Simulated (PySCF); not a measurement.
PySCF 2.14.0, unrestricted HF/def2-svp, df: Fe(Cl)2(NH3)2 ([NH3]->[Fe](<-[NH3])([Cl])[Cl]), charge 0, multiplicity 5, 11 atoms. The geometry is a generated start, not checked to be a minimum at this level.

```python
import time
import numpy
from pyscf import lib
from pyscf import gto, scf, dft, mp, cc, sgx
lib.logger.TIMER_LEVEL = 4
t0 = time.perf_counter()

mol = gto.M(
    atom='''
Fe     0.14940000     0.67230000     0.69300000
Cl     2.12010000     1.45820000     0.75840000
Cl    -1.43940000     1.23100000     1.98220000
N      0.43500000    -1.72740000     0.92210000
H      0.08910000    -2.30670000     0.16640000
H     -0.02820000    -2.02190000     1.77590000
H      1.42770000    -1.91310000     1.02780000
N     -0.60920000     1.08040000    -1.58040000
H     -1.35830000     1.76440000    -1.54880000
H     -0.94720000     0.27540000    -2.09440000
H      0.16100000     1.48740000    -2.10220000
''',
    basis='def2-svp',
    spin=4,
    max_memory=16000,
    verbose=4,
)
mf = scf.UHF(mol)
mf = mf.density_fit()
mf.max_cycle = 100
mf.chkfile = None
mf.kernel()
print('SCF converged:', mf.converged)
print('E(SCF) = %.10f' % mf.e_tot)
print('basis functions:', mol.nao_nr())
print('integrals held in memory:', getattr(mf, '_eri', None) is not None)
t1 = time.perf_counter()
print('wall of the SCF part: %.3f s' % (t1 - t0))
print('run ended')
```

The program reports basis functions: 125.

Hardware: Arm Neoverse V2, 96 cores on 1 socket, no SMT, 1 L3 cache group.

Times are wall-clock medians of two to five runs, from launch to exit, with nothing else on the machine. Unless noted, each process is bound to its own block of adjacent cores. Build: PyPI wheel: OpenMP (GNU), a bundled serial OpenBLAS 0.3.3 under its C layer, NumPy's threaded OpenBLAS held to generic ARMv8 kernels, libcint, Libxc. Other compilers and libraries give other times. Scratch files lie in a memory file system.

Started as
```bash
OMP_NUM_THREADS=16 OPENBLAS_NUM_THREADS=1 python -u run.py
```
(16 threads, 1 BLAS thread, mf.diis_space = 8 (default)) it takes 2.3 s and 42 Fock builds (products with the orbital Hessian counted alike).

### Question
What happens to the run time with mf.diis_space = 16?

### Answer
About 3.6 s (3 runs within 1 %): 1.6× as long. The largest move is in J and K builds (net of one-off fitting integrals): 1.3 s to 2.3 s. The count of Fock builds goes from 42 to 74. SCF cycles go from 40 to 72. Change in the result: energy under 0.001 meV/atom, <S²> equal as printed.
